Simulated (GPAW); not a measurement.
Worked example: self-consistent single point of TlCuO2 (P6_3/mmc, 8 atoms in the cell) in GPAW.

Method: LDA (Perdew-Wang 92), GPAW PAW datasets LDA (gpaw-data 1.0.1) (plane waves; GPAW).

```
CELL_PARAMETERS angstrom
      3.53703     0.00000     0.00000
     -1.76852     3.06316     0.00000
      0.00000     0.00000    11.77167
ATOMIC_POSITIONS crystal
  Tl 0.00000 0.00000 0.50000
  Tl 0.00000 0.00000 0.00000
  Cu 0.33333 0.66667 0.25000
  Cu 0.66667 0.33333 0.75000
  O  0.33333 0.66667 0.40433
  O  0.66667 0.33333 0.59567
  O  0.66667 0.33333 0.90433
  O  0.33333 0.66667 0.09567
```

Reference input (self-consistent single point, DFT PBEsol, plane waves, GPAW PAW datasets PBEsol (made by gpaw-setup)): mode = pw; ecut = 900 eV; xc = PBEsol; kpts = 9 9 3; mesh shift (steps) = 0 0 0; occupations.name = methfessel-paxton; occupations.width = 0.05 eV; occupations.order = 0; nbands = -14; convergence.density = 1e-05 e/electron; symmetry.symmorphic = false; symmetry.tolerance = 0.0005. This run's input differs from it in these lines:

```diff
@@ -19,3 +19,3 @@
 calc = GPAW(mode=PW(900),
-            xc='PBEsol',
+            xc='LDA',
             kpts=(9, 9, 3),
```

Its files differ too (potentials: GPAW PAW datasets LDA (gpaw-data 1.0.1)).

Output, abridged:

```
     iter     time        total  log10-change:
                         energy   eigst   dens
iter:   1 --:--:--   -53.564807
iter:   2 --:--:--   -47.722400   -0.98  -1.12
iter:   3 --:--:--   -45.811528   -1.51  -1.16
iter:   4 --:--:--   -44.431627   -1.16  -1.24
iter:   5 --:--:--   -44.219911   -2.05  -1.49
iter:   6 --:--:--   -45.932775   -1.16  -1.58
iter:   7 --:--:--   -44.388944   -1.72  -1.58
iter:   8 --:--:--   -44.112189   -1.71  -1.97
iter:   9 --:--:--   -44.108074   -3.30  -2.52
iter:  10 --:--:--   -44.103160c  -3.47  -2.61
iter:  11 --:--:--   -44.102911c  -4.19  -2.80
iter:  12 --:--:--   -44.101993c  -3.86  -2.93
iter:  13 --:--:--   -44.101718c  -5.33  -3.14
iter:  14 --:--:--   -44.101391c  -5.03  -3.17
   [... 3 lines left out ...]
iter:  18 --:--:--   -44.101391c  -6.56  -3.73
iter:  19 --:--:--   -44.101344c  -6.05  -3.77
iter:  20 --:--:--   -44.101346c  -6.70  -4.03
iter:  21 --:--:--   -44.101325c  -6.61  -4.08
iter:  22 --:--:--   -44.101323c  -7.73c -4.44
iter:  23 --:--:--   -44.101316c  -7.52c -4.55
iter:  24 --:--:--   -44.101315c  -8.09c -4.96
iter:  25 --:--:--   -44.101319c  -7.84c -4.95
iter:  26 --:--:--   -44.101319c  -9.27c -5.18c
Converged after 26 iterations.

Dipole moment: (-0.000000, -0.000000, 0.000000) |e|*Ang

Energy contributions relative to reference atoms: (reference = -1197509.501404)

Kinetic:        +23.527444
Potential:      -28.344512
External:        +0.000000
XC:             -39.889721
Entropy (-ST):   -0.004666
Local:           +0.607803
SIC:             +0.000000
--------------------------
Free energy:    -44.103652
Extrapolated:   -44.101319

Showing only first 2 kpts
 Kpt  Band  Eigenvalues  Occupancy
  0    34      3.58089    2.00000
  0    35      3.91153    1.67650
  0    36      3.91154    1.67644
  0    37      4.03488    0.01237

  1    34      3.68204    2.00000
  1    35      3.80878    1.99990
  1    36      3.84338    1.99644
  1    37      3.84338    1.99644

Fermi level: 3.94644

No gap
   [... lines left out ...]
  2 Cu    0.00000   -0.00000   -0.00000
  3 Cu    0.00000    0.00000    0.00000
  4 O    -0.00000   -0.00000    0.00247
  5 O     0.00000    0.00000   -0.00247
  6 O     0.00000    0.00000    0.00247
  7 O    -0.00000   -0.00000   -0.00247

Stress tensor:
     0.044265     0.000000     0.000000
     0.000000     0.044265    -0.000000
     0.000000    -0.000000     0.061839
Stress (GPa, Voigt): [ 7.0921  7.0921  9.9077 -0.      0.      0.    ]
```

The run converged in 26 iterations. GPAW prints stress with tension positive. Against the reference run the largest force goes from 0.257 to 0.002 eV/Å.

At such cutoffs GPAW's stress carries a finite-basis (Pulay) error, which enters relaxed cells too; its log prints stress with tension positive.

The starting cell comes from a database of computed structures (which also holds hypothetical and non-ambient phases and stackings), without a prior relaxation at this level. Spin polarisation is off, so a magnetic state, if there is one, cannot be reached. The run gives no clean gap (levels at the Fermi energy touch, overlap or are partly filled at this smearing), which alone does not show that the compound is a metal.

Cost on one core of a shared machine: roughly 3 min.
